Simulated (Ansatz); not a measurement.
Reference: BeSe (F-43m), HSE06, rigid bands (plane waves, PAW, scalar-relativistic; Ansatz, a first-principles code); geometry: cell and atoms relaxed with PBEsol.

Space group F-43m (No. 216); a = b = c = 5.1285 Å, α = β = γ = 90.00°

```
atom  site  symmetry       x       y       z
----  ----  --------  ------  ------  ------
Be      4a      -43m  0.0000  0.0000  0.0000
Se      4d      -43m  0.7500  0.7500  0.7500
```
(The calculation used a cell of 2 atoms; values per cell refer to that cell.)

| Property | Result |
|---|---|
| band gap | 3.45 eV |
| electron conductivity mass | 0.34 mₑ |
| Seebeck coefficient, n-type 1e19 cm⁻³ | -268 μV/K |

### Question
Swap Se for S, keeping the structure type. How do these values move?

### Answer
BeS (F-43m): volume per atom 16.9 to 14.2 Å³; band gap rises (3.45 eV to 4.04 eV); electron conductivity mass rises (0.34 mₑ to 0.36 mₑ); Seebeck coefficient, n-type 1e19 cm⁻³ stays about the same (-268 μV/K to -272 μV/K).

### Question
Replace Be by Cd on the same sites and relax. What happens?

### Answer
CdSe (F-43m): volume per atom 16.9 to 28.1 Å³; band gap falls (3.45 eV to 1.55 eV); electron conductivity mass falls (0.34 mₑ to 0.119 mₑ); Seebeck coefficient, n-type 1e19 cm⁻³ falls in size (-268 μV/K to -74 μV/K).

### Question
Swap Be for Zn, keeping the structure type. How do these values move?

### Answer
ZnSe (F-43m): volume per atom 16.9 to 22.3 Å³; band gap falls (3.45 eV to 2.50 eV); electron conductivity mass falls (0.34 mₑ to 0.143 mₑ); Seebeck coefficient, n-type 1e19 cm⁻³ falls in size (-268 μV/K to -87 μV/K).

Moves up to 5 % count as about the same. Masses are for dilute carriers at 300 K, harmonic means over directions unless an axis is named. Seebeck coefficients are for the stated density at 300 K, with one relaxation time for all states and whether or not that doping can be reached. Spin-orbit coupling is left out.
